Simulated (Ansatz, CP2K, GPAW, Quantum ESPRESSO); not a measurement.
## ZrGeSe (P1, 6 atoms in the cell) computed with different codes at matched settings

Self-consistent single point, at a second geometry (atoms moved at random). First geometry:

```
CELL_PARAMETERS angstrom
      3.63083     0.00000     0.00000
      0.00000     3.63083     0.00000
      0.00000     0.00000     8.16948
ATOMIC_POSITIONS crystal
  Zr 0.00000 0.50000 0.73901
  Zr 0.50000 0.00000 0.26099
  Ge 0.00000 0.00000 0.00000
  Ge 0.50000 0.50000 0.00000
  Se 0.50000 0.00000 0.62245
  Se 0.00000 0.50000 0.37755
```

Second geometry:
```yaml
crystal:
  lattice:
    - [3.63083, 0.00000, 0.00000]
    - [0.00000, 3.63083, 0.00000]
    - [0.00000, 0.00000, 8.16948]
  atoms:
    - { symbol: Zr, position: [0.00552, 0.51186, 0.74019] }
    - { symbol: Zr, position: [0.50498, 0.99953, 0.26373] }
    - { symbol: Ge, position: [0.00486, 0.99813, 0.00348] }
    - { symbol: Ge, position: [0.49742, 0.49586, 0.99839] }
    - { symbol: Se, position: [0.48495, 0.00571, 0.62135] }
    - { symbol: Se, position: [0.00226, 0.48890, 0.37287] }
```

Shared settings, as Ansatz (a quantum-chemistry and plane-wave program) writes them: kpoints.mp_grid.grid = 6 6 3; scf.occupations.method = gaussian; scf.occupations.width = 0.1 eV. Potentials and cutoffs stand in the table.

```json
[
 {"code": "CP2K", "model": "LDA (Pade form), GPW, TZVP-MOLOPT-SR-GTH basis, GTH-PADE potentials (GTH_POTENTIALS)", "ΔF from the first geometry (meV/atom)": "10.0", "pressure (GPa)": "2.61", "largest force (eV/Å)": "0.685", "cutoff": "grid 500 Ry"},
 {"code": "Ansatz", "model": "LDA (PW92), PAW files made with PBE", "ΔF from the first geometry (meV/atom)": "9.5", "pressure (GPa)": "2.82", "largest force (eV/Å)": "0.717", "cutoff": "default"},
 {"code": "GPAW", "model": "LDA (Perdew-Wang 92), GPAW PAW datasets LDA (gpaw-data 1.0.1)", "ΔF from the first geometry (meV/atom)": "9.3", "pressure (GPa)": "2.45", "largest force (eV/Å)": "0.715", "cutoff": "550 eV"},
 {"code": "Quantum ESPRESSO", "model": "LDA (PZ), PSlibrary PAW (LDA) pseudopotentials", "ΔF from the first geometry (meV/atom)": "9.7", "pressure (GPa)": "3.30", "largest force (eV/Å)": "0.731", "cutoff": "55 Ry"}
]
```

Size of the force on each atom (eV/Å): Sizes of forces hide their directions.

```json
[
 {"code": "CP2K", "Zr1": "0.684", "Zr2": "0.391", "Ge3": "0.221", "Ge4": "0.305", "Se5": "0.603", "Se6": "0.685"},
 {"code": "Ansatz", "Zr1": "0.717", "Zr2": "0.324", "Ge3": "0.229", "Ge4": "0.316", "Se5": "0.586", "Se6": "0.648"},
 {"code": "GPAW", "Zr1": "0.715", "Zr2": "0.313", "Ge3": "0.230", "Ge4": "0.320", "Se5": "0.577", "Se6": "0.627"},
 {"code": "Quantum ESPRESSO", "Zr1": "0.731", "Zr2": "0.322", "Ge3": "0.230", "Ge4": "0.321", "Se5": "0.594", "Se6": "0.670"}
]
```

The spread over the programs that give each value: ΔF from the first geometry within 0.7 meV/atom; pressure within 0.85 GPa; largest force within 0.046 eV/Å.

CP2K uses small atom-centred bases, whose incompleteness enters pressures, forces and empty levels differently from a plane-wave cutoff. Ansatz's pressure is given at a fixed set of plane waves, as the other plane-wave codes print theirs; with its correction for the finite basis it is 2.85 GPa. The same LDA comes in different parametrisations, which differ slightly. In the force vectors, CP2K (by 0.113) lies more than 0.08 eV/Å from the median of the plane-wave programs.

The starting cell comes from a database of computed structures (which also holds hypothetical and non-ambient phases and stackings), without a prior relaxation at this level. Its lattice was rescaled by a random factor within 2.5 % of one. For this run, on top of that: atoms moved at random.

Keys are those of Ansatz 0.2.
